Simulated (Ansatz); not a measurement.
The reference is ZrSi in the rock salt structure (space group Fm-3m, No. 225; a = 5.342 Å; a hypothetical phase, not in the database extracts checked).

Method: PBEsol/PAW in Ansatz (a first-principles code), no SOC, earlier PAW set.

For the base:

```
Item                             Value
-----------------------------  -------
Shortest interatomic distance  2.671 Å
Band gap                          zero
```

Perturbation: every Si is replaced by Ge; the structure is relaxed again.

Tabulated Pauling electronegativity and covalent radius: Si 1.90, 1.11 Å; Ge 2.01, 1.20 Å.

Task: What happens to the shortest interatomic distance and band gap?

Result: The shortest interatomic distance goes up by 0.035 Å, from 2.671 Å to 2.706 Å; the band gap is still zero.

Whether these cells are dynamically stable was not tested. As relaxed here, ZrGe is a hypothetical phase, not in the database extracts checked. The final runs are not spin-polarised.
